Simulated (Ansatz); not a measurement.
Consider Rh in the fcc (Cu type) structure (space group Fm-3m, No. 225; a = 3.780 Å).

All numbers come from DFT with PBEsol, PAW potentials and a 420 eV plane-wave cutoff in Ansatz (an electronic-structure program), without spin-orbit coupling.

One change was made to it. Results:

The shortest interatomic distance drops by 0.021 Å, from 2.673 Å to 2.652 Å; the density grows by 0.306 g/cm³ (12.66 g/cm³ → 12.96 g/cm³).

What was done to the base?
A) pressure 1.5 GPa
B) pressure 7.5 GPa
C) pressure −1 GPa

B, pressure 7.5 GPa. For comparison, the shortest interatomic distance in the other runs: pressure 1.5 GPa gives 2.668 Å; pressure −1 GPa gives 2.676 Å.

Load acts through the strain it causes; cell and atoms are relaxed under it. No phonon test of stability was made. No other phases were tried under pressure. The final runs are not spin-polarised.
